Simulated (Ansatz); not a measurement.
Data:

```
CELL_PARAMETERS angstrom
      0.00000     3.07564     2.95366
      2.95366     0.00000     2.95366
      2.95366     3.07564     0.00000
ATOMIC_POSITIONS crystal
  P  0.75000 0.75000 0.75000
  In 0.00000 0.00000 0.00000
```

No spin polarisation.

Method: r2SCAN (Ansatz, an electronic-structure program; PAW; 500 eV plane waves; no spin-orbit coupling), earlier PAW set. k-mesh 10×10×10 (Γ-centred); smearing 0.05 eV (Fermi–Dirac).

Task: Predict the band gap and pressure.

Result: 
* **Band gap**: 0.71 eV
* **Pressure (mean of the normal stresses, compression positive)**: -2.54 GPa

The cells carry an imposed strain or load. Whether these cells are dynamically stable was not tested. The cell was made from InP in the zinc blende structure (space group F-43m, No. 216) by this change: uniaxial strain ε_yy = +4.13 %.
